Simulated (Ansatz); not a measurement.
Input:

```
CrSe2
1.0
    0.00000     3.09133     3.09133
    2.90397     0.00000     3.09133
    2.90397     3.09133     0.00000
Cr Se
1 2
Direct
  0.00000   0.00000   0.00000
  0.25000   0.25000   0.25000
  0.75000   0.75000   0.75000
```

Spin-polarised, with starting moments of sign Cr+ Se− Se−.

Computed with PBEsol (Ansatz, a quantum-chemistry and plane-wave program), spin-orbit coupling left out. Γ-centred 16×16×16 mesh, Fermi–Dirac width 0.1 eV.

Task: What is the computed band gap?

Result: Zero.

Task: Estimate the largest site moment.

Result: 2.63 μB.

Task: What space group does the calculation give?

Result: I4/mmm (No. 139).

The magnetic state is the one reached from the starting moments; the real material's order can differ, and small cells can't hold many antiferromagnetic ones. Load acts through the strain it causes; cell and atoms are relaxed under it. Beyond what the load breaks, stability against distortions was not tested. The cell was made from CrSe2 (space group Fm-3m, No. 225; ferromagnetic; a hypothetical phase, not in the database extracts checked) by this change: uniaxial stress, 5 GPa compression along x.
